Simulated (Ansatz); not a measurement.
**rock-salt TaN (1 1 1) on wurtzite GaN (0 0 1) (film strained to the substrate, faces as cut)**

A periodic stack without vacuum, rock-salt TaN (1 1 1) on wurtzite GaN (0 0 1) (film strained to the substrate, faces as cut): substrate slab Ga6N6, film N4Ta4, surface cells [[0, -1], [1, 0]] and [[1, 0], [0, 1]], film strained by +3.0 and +3.0 %, faces N/Ga and N/Ta as cut (like faces can put a slab off its formula).

The start was prepared with a machine-learned potential, and the result is one local minimum, with the in-plane cell held and forces under 0.04 eV/Å; the film can end far from its bulk form.

Computed with PBE (plane waves to 420 eV, PAW; Ansatz, a program for electronic structure). Scalar-relativistic, without spin–orbit coupling; the runs are not spin-polarised; PBE gaps are too small against experiment. Its k-point mesh 11×11×1, Fermi–Dirac width 0.05 eV.

| Property | Value |
|---|---|
| interface area | 9.0 Å² |
| period | 26.21 Å |
| gaps between the outermost planes at the two interfaces | 1.96 and 2.12 Å |
| Ga–Ta contacts across the interfaces within 1.22 times the sum of covalent radii | 3, mean 3.33 Å |
| N–Ta contacts across the interfaces within 1.22 times the sum of covalent radii | 1, mean 2.12 Å |
| Ga–N contacts across the interfaces within 1.22 times the sum of covalent radii | 1, mean 1.96 Å |
| estimate of the barrier | withheld, since the two interfaces are unlike |

```yaml
crystal:
  lattice:
    - [3.21817, -0.00004, 0.07335]
    - [1.60892, 2.78724, 0.04888]
    - [1.00677, -1.04603, 26.23719]
  atoms:
    - { symbol: Ga, position: [0.68203, 0.78502, 0.06107] }
    - { symbol: Ga, position: [0.28168, 0.48537, 0.16144] }
    - { symbol: N, position: [0.63146, 0.81045, 0.13675] }
    - { symbol: N, position: [0.36530, 0.44350, 0.03617] }
    - { symbol: Ga, position: [0.54835, 0.85204, 0.26145] }
    - { symbol: Ga, position: [0.14826, 0.55226, 0.36145] }
    - { symbol: N, position: [0.49807, 0.87728, 0.33676] }
    - { symbol: N, position: [0.23146, 0.51051, 0.23676] }
    - { symbol: Ga, position: [0.41485, 0.91917, 0.46148] }
    - { symbol: Ga, position: [0.01508, 0.61929, 0.56126] }
    - { symbol: N, position: [0.36471, 0.94438, 0.53679] }
    - { symbol: N, position: [0.09795, 0.57759, 0.43676] }
    - { symbol: N, position: [0.96591, 0.64406, 0.63607] }
    - { symbol: N, position: [0.24074, 0.00657, 0.72366] }
    - { symbol: N, position: [0.51070, 0.37167, 0.81863] }
    - { symbol: N, position: [0.78149, 0.73613, 0.91256] }
    - { symbol: Ta, position: [0.60516, 0.32463, 0.67747] }
    - { symbol: Ta, position: [0.87898, 0.68751, 0.76639] }
    - { symbol: Ta, position: [0.14521, 0.05442, 0.86645] }
    - { symbol: Ta, position: [0.41941, 0.41689, 0.95544] }
```
